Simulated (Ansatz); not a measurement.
Defect calculation: O interstitial + H interstitial + H interstitial in metastable alpha cristobalite

These are PBE, PAW (plane waves to 420 eV; Ansatz, a program for electronic structure) values and carry that method's errors. A 2×2×2 supercell of 96 sites was used; the energies come from a 2×2×2 shifted sampling of its zone. Site at the start: a built cluster, 1.6 Å across. Finite-size correction: monopole term and site-potential alignment. Dielectric constants: PBE linear response of the host. Host gap at this level: 5.51 eV. A cell of this size leaves errors of a few tenths of an eV. The semilocal functional narrows the gap, so deep levels can fall outside it. Spin–orbit coupling is left out. Each state is the lowest found from its start.

Formation energies E_f are given with the Fermi level at the valence-band maximum. Chemical conditions: O-rich (Δμ(O) = 0.00 eV, Δμ(H) = -1.25 eV, bounded by H2O molecule; only phases computed here count, gases as isolated molecules at 0 K). Reference phases: H: H2 molecule in a box, O: O2 molecule in a box.

| charge | moment (μB) | largest move off a lattice site (Å) | image correction with alignment (eV) | E_f, O-rich (eV) | above the lowest spin state (eV) |
|---|---|---|---|---|---|
| +1* | 0.9 | 0.37 | – | – | 0.00 |
| 0 | not spin-polarised | 0.41 | 0.00 | 0.45 | 0.00 |
| 0 | 0.0 | 0.41 | 0.00 | 0.45 | 0.00 |
| −1* | quenched | 0.41 | – | – | 0.00 |

* At this level the carrier isn't localised at the defect: at charge +1 holes occupy the valence band; at charge −1 electrons occupy the conduction band. Such a state is shallow or no state of the defect, and this cell gives it no level.

Starting moments that weren't kept: charge 0 began with 2 μB and ended with 0.0; charge −1 began with 1 μB and ended with 0.0.

Flagged in the runs: a doubtful potential alignment, a host whose relaxation on this sampling wasn't shown to rest, a strain field that reaches the edge of the cell.
